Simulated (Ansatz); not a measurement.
CsCl-type FeAl was calculated with PBE0-D3(BJ) (plane waves, PAW; Ansatz, a quantum-chemistry and plane-wave program).

Input file:

Ansatz 0.2 input:
```yaml
crystal:
  lattice:
    - [2.7823464492, 0.0, 0.0]
    - [0.0, 2.7823464492, 0.0]
    - [0.0, 0.0, 2.7823464492]
  atoms:
    - { symbol: Al, position: [0.5, 0.5, 0.5] }
    - { symbol: Fe, position: [0.0, 0.0, 0.0] }
basis:
  ecutwfc: 460
  ecutrho_ratio: 4
  xc_grid: 2
kpoints:
  mp_grid: { grid: [10, 10, 10] }
hamiltonian:
  xc: pbe0
  dispersion: d3bj
  pseudopotentials: { kind: paw }
scf:
  occupations: { method: fermi_dirac, width: 0.05 }
  convergence: { dr2_threshold: 0.0000000002 }
output:
  forces: true
  stress: true
  eigenvalues: true
```

Problem. How many irreducible k-points, plane waves at Γ does the program set up, and what pressure does the run end with?

Solution. 56 irreducible k-points, 461 plane waves at Γ; P = 5.74 GPa, so the cell is compressed on average and its volume would grow at this level.

The run printed, among other lines:

```
WARN output.stress: scf.exx.energy_threshold = 1e-6 eV is looser than the 2e-8 eV advised for a stress under a hybrid functional (1e-8 eV for each atom of the …
Crystal: 2 atoms, lattice volume = 21.539 Å³
Basis set: ecut = 460 eV, 461 PW (Γ), exchange–correlation on 40×40×40 points (8 copies of the dense FFT grid, shifted against one another)
Bands: 14, of which v1, the nominal top of the filled ones, is band 10 counted from 1 (9 counted from 0)
Symmetry: 48 space group operations
Space group: Pm-3m (ITA 221), of the structure as read, at distance tolerance 2.8e-5 Å
k-points: 56 of 1000
Functional: x = pbe(κ = 0.804, μ = 0.2195149727645171), c = pbe(β = 0.06672455060314922), warm-up for x = 0.75 pbe(κ = 0.804, μ = 0.2195149727645171) + 0.25 exact, c = pbe(β = 0.06672455060314922)
SCF iter   1: F=—  HF=-5019.445942 eV  |F-HF|=—  |Δ(HF+E_count)|=         —  Δρ=5.41e-3  dr2=4.69e-3
SCF iter   2: F=—  HF=-5019.445366 eV  |F-HF|=—  |Δ(HF+E_count)|=   5.76e-4  Δρ=2.67e-3  dr2=1.32e-3
  ...
SCF 1 converged in 7 iterations: F = -5019.445224 eV  dr2 = 9.73e-12
Crystal: 2 atoms, lattice volume = 21.539 Å³
Initial density: handed on by an earlier stage of this run
Functional: x = 0.75 pbe(κ = 0.804, μ = 0.2195149727645171) + 0.25 exact, c = pbe(β = 0.06672455060314922)
  ...
SCF 9 converged in 10 iterations: F = -5017.489212 eV  dr2 = 9.30e-11
Crystal: 2 atoms, lattice volume = 21.539 Å³
SCF 10 converged in 9 iterations: F = -5017.498194 eV  dr2 = 1.30e-10
Crystal: 2 atoms, lattice volume = 21.539 Å³
SCF 11 converged in 7 iterations: F = -5017.504323 eV  dr2 = 1.14e-10
Crystal: 2 atoms, lattice volume = 21.539 Å³
SCF 12 converged in 8 iterations: F = -5017.512583 eV  dr2 = 1.76e-10
Crystal: 2 atoms, lattice volume = 21.539 Å³
SCF 13 converged in 9 iterations: F = -5017.518751 eV  dr2 = 6.64e-11
Crystal: 2 atoms, lattice volume = 21.539 Å³
SCF 14 converged in 9 iterations: F = -5017.522712 eV  dr2 = 7.10e-12
Crystal: 2 atoms, lattice volume = 21.539 Å³
Crystal: 2 atoms, lattice volume = 21.539 Å³
SCF 16 converged in 10 iterations: F = -5017.525040 eV  dr2 = 4.06e-12
Crystal: 2 atoms, lattice volume = 21.539 Å³
SCF iter   2: F=—  HF=-5017.525040 eV  |F-HF|=—  |Δ(HF+E_count)|=  5.40e-10  Δρ=1.91e-6  dr2=6.46e-10
SCF iter   3: F=-5017.525040 eV  HF=-5017.525040 eV  |F-HF|=1.82e-12  |Δ(HF+E_count)|=  8.19e-11  Δρ=4.61e-7  dr2=1.39e-11
SCF 17 converged in 3 iterations: F = -5017.525040 eV  dr2 = 1.39e-11
Free energy (F): -5017.525040 eV
Internal energy: -5017.522949 eV  (E = F + TS)
E sigma→0 (E₀):  -5017.523995 eV
Fermi energy:    14.858147 eV
--- Forces (eV/Å), atoms counted from 1 ---
  atom   1  Al     0.00000000     0.00000000     0.00000000
  atom   2  Fe    -0.00000000    -0.00000000     0.00000000
--- Stress (GPa, compression-positive) ---
        5.741722      -0.000000       0.000000
        0.000000       5.741722       0.000000
        0.000000       0.000000       5.741722
  P = ⅓ Tr σ = 5.7417 GPa (57.417 kbar)
```

The cell is one volume of an energy–volume scan, off the minimum.

The PAW data were made under PBE.

Note: the run has no spin polarisation, so it can have missed a magnetic state. Note: the run warned that the count of filled bands differs between k points.
